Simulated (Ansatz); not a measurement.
## Response to strain in Ag

The parent structure is Ag in the fcc (Cu type) structure (space group Fm-3m, No. 225; relaxed with 0.1 eV smearing).

```cif
data_Ag4
_chemical_formula_sum 'Ag4'
_space_group_name_H-M_alt 'Fm-3m'
_space_group_IT_number 225
_space_group_name_Hall '-F 4 2 3'
_cell_length_a 4.00087
_cell_length_b 4.00087
_cell_length_c 4.00087
_cell_angle_alpha 90.000
_cell_angle_beta 90.000
_cell_angle_gamma 90.000
loop_
_atom_site_label
_atom_site_type_symbol
_atom_site_symmetry_multiplicity
_atom_site_Wyckoff_symbol
_atom_site_fract_x
_atom_site_fract_y
_atom_site_fract_z
_atom_site_occupancy
Ag1 Ag 4 a 0.00000 0.00000 0.00000 1
```
(The calculation used a cell of 1 atom; values per cell refer to that cell.)

Strains are applied to the cell and any free atomic positions relax.

Level of theory: LDA, PAW, 420 eV (Ansatz, a first-principles code; no spin-orbit coupling).

Notes on the quantities. energy relative to the base: free energy F.

| isotropic strain (%) | energy relative to the base (meV/atom) |
|---|---|
| -3 | 64.8 |
| -2.5 | 43.9 |
| -2 | 27.5 |
| -1.5 | 15.1 |
| -1 | 6.6 |
| -0.5 | ? |
| 0 | 0.0 |
| 1 | 6.0 |
| 1.5 | 13.1 |

Q: Fit ΔE = Aε² + Bε³ (ε in %) to the rows shown and predict the withheld row.

A: Least squares on the printed values gives A = 6.27 and B = -0.31 meV/atom (largest residual 0.1 meV/atom); this predicts 1.6 meV/atom, and the run gives 1.6 meV/atom, in agreement.

Whether these cells are dynamically stable was not tested.
